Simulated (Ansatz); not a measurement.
hcp Tb was calculated with PBE-D3(BJ) (Ansatz, a program for electronic structure, PAW).

Run with plane-wave cutoff 520 eV, 18×18×10 k mesh (along the axes of the cell as run), Fermi–Dirac smearing 0.05 eV, spin-polarised with parallel moments, scalar-relativistic PAW data made under PBE.

Energies at three volumes about the minimum:

```
V (Å³/atom)  E − E_lowest (meV/atom)
-----------  -----------------------
29.456                          1.09
30.057                          0.00
30.659                          1.06
```

Q: Fit a parabola by hand: where is the minimum, and what is the bulk modulus?

A: Slopes: (0.00 − 1.09)/(30.057 − 29.456) = -1.814 and (1.06 − 0.00)/(30.659 − 30.057) = 1.761 meV/Å³. Curvature E″ = 2 × (1.761 − (-1.814))/(30.659 − 29.456) = 5.943 meV/Å⁶. From the middle of the first interval, the slope vanishes at V0 = 29.7565 − (-1.814)/5.943 = 30.062 Å³/atom. B = V0 E″ = 30.062 × 5.943 meV/Å³ × 0.1602 GPa per meV/Å³ = 28.6 GPa. The full Birch–Murnaghan fit to all volumes gives V0 = 30.052 Å³/atom and B0 = 28.7 GPa.

Shape and atoms are relaxed at each volume.

Measured, for comparison: bulk modulus 38.7 GPa (room temperature, not corrected to a static lattice; as tabulated in Wikipedia's data pages); equilibrium volume per atom 32.07 Å³/atom (room temperature, not corrected to a static lattice; as tabulated in Söderlind et al. (2014), doi:10.1088/0953-8984/26/41/416001). Computed (rounded) less measured: bulk modulus -26 %, equilibrium volume per atom -6.3 %.

Note: the 4f shell is treated without U or exact exchange, so its levels and filling can be wrong; the collinear magnetic order is the start's and need not be the measured one; the bulk modulus comes from volumes at which shape and atoms were relaxed.
